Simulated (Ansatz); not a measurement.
**BaTiO3: pressure series**

Start from BaTiO3 (space group P4mm, No. 99).

```
CELL_PARAMETERS angstrom
      3.98546     0.00000     0.00000
      0.00000     3.98546     0.00000
      0.00000     0.00000     4.20133
ATOMIC_POSITIONS crystal
  Ti 0.50000 0.50000 0.45767
  Ba 0.00000 0.00000 0.94044
  O  0.50000 0.50000 0.88899
  O  0.50000 0.00000 0.40945
  O  0.00000 0.50000 0.40945
```

Cell and atoms are relaxed at each pressure.

Levels (all Ansatz, a program for electronic structure, PAW): PBE (420 eV, without spin-orbit coupling); r2SCAN (500 eV, no spin-orbit coupling).

The base cell above is that of PBE; each level relaxes its own structures.

```csv
case,"volume per atom, PBE","volume per atom, r2SCAN"
pressure −2 GPa,13.74 Å³,(withheld)
pressure −1 GPa,13.52 Å³,13.10 Å³
pressure 1.8 GPa,13.10 Å³,12.79 Å³
pressure 4.2 GPa,12.83 Å³,(withheld)
pressure 9 GPa,12.42 Å³,12.22 Å³
pressure 18 GPa,11.87 Å³,11.73 Å³
pressure 30 GPa,11.34 Å³,(withheld)
pressure 45 GPa,10.81 Å³,(withheld)
pressure 60 GPa,10.39 Å³,10.34 Å³
```

### Question
What belongs in the blanks?

### Answer

- pressure −2 GPa, volume per atom, r2SCAN: 13.23 Å³
- pressure 4.2 GPa, volume per atom, r2SCAN: 12.57 Å³
- pressure 30 GPa, volume per atom, r2SCAN: 11.24 Å³
- pressure 45 GPa, volume per atom, r2SCAN: 10.74 Å³

PBE lies above r2SCAN in every row, by 0.05 Å³ to 0.51 Å³. They put the cases in the same order.

Load acts through the strain it causes; cell and atoms are relaxed under it. Stability against distortions was not tested. Competing high-pressure phases were not computed. All final runs are without spin polarisation. Along this pressure series the structure jumps between pressure 9 GPa and pressure 18 GPa; cells beyond that are another form of it.
